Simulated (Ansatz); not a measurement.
BaHfO3 (Pm-3m, No. 221, 5 atoms in the cell; start mp-998552) was calculated with HSE06 (Ansatz, a first-principles code, plane waves, PAW).

Settings: plane-wave cutoff 520 eV, 6×6×6 k mesh, scalar-relativistic PAW data made under PBE.

Cell (relaxed at this level):

```cif
data_BaHfO3
_chemical_formula_sum 'Ba1 Hf1 O3'
_space_group_name_H-M_alt 'P 1'
_space_group_IT_number 1
_cell_length_a 4.17497
_cell_length_b 4.17497
_cell_length_c 4.17495
_cell_angle_alpha 90.000
_cell_angle_beta 90.000
_cell_angle_gamma 90.000
loop_
_space_group_symop_operation_xyz
  'x, y, z'
loop_
_atom_site_label
_atom_site_type_symbol
_atom_site_fract_x
_atom_site_fract_y
_atom_site_fract_z
_atom_site_occupancy
Ba1 Ba 0.50000 0.50000 0.99795 1
Hf1 Hf 0.00000 0.00000 0.49799 1
O1 O 0.00000 0.50000 0.49803 1
O2 O 0.50000 0.00000 0.49803 1
O3 O 0.00000 0.00000 0.99801 1
```

### Question
Predict the Voigt–Reuss–Hill bulk modulus, polycrystal shear modulus (Hill average), Young modulus and Poisson ratio.

### Answer

Voigt–Reuss–Hill bulk modulus: 170 GPa
polycrystal shear modulus (Hill average): 109 GPa
Young modulus: 269 GPa
Poisson ratio: 0.236

Note: the relaxation could not lower the start's symmetry, so the cell can be a saddle point above a distorted one.

Elastic constants are with the ions relaxed.

Spin–orbit coupling is not included.

Static lattice: no zero-point or thermal effects.

A start named mp-… is a Materials Project structure, which need not be a measured phase.
